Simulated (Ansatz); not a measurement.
Base system: CdTe in the zinc blende structure (space group F-43m, No. 216).

```yaml
crystal:
  lattice:
    - [0.00000, 3.24476, 3.24476]
    - [3.24476, 0.00000, 3.24476]
    - [3.24476, 3.24476, 0.00000]
  atoms:
    - { symbol: Te, position: [0.75000, 0.75000, 0.75000] }
    - { symbol: Cd, position: [0.00000, 0.00000, 0.00000] }
```

Levels (all Ansatz, a program for electronic structure, PAW, earlier PAW set): PBEsol (420 eV, spin-orbit coupling left out); PBEsol+SOC (420 eV, noncollinear with spin-orbit coupling).

Its gap is 0.65 eV with PBEsol and 0.38 eV with PBEsol+SOC.

Now apply this change: full substitution Te → Se; the structure is relaxed again.

With PBEsol the gap becomes 0.48 eV.

If the PBEsol+SOC correction stayed the same, what would the PBEsol+SOC gap be, and what does the PBEsol+SOC run give?

A rigid correction of -0.27 eV gives 0.21 eV. The PBEsol+SOC run gives 0.36 eV, so the correction itself changes by +0.15 eV.

Single points use the geometry relaxed with PBEsol. The spin-orbit shifts are approximate. Spin-orbit coupling, missing from the scalar runs, can matter with Te. Whether these cells are dynamically stable was not tested.
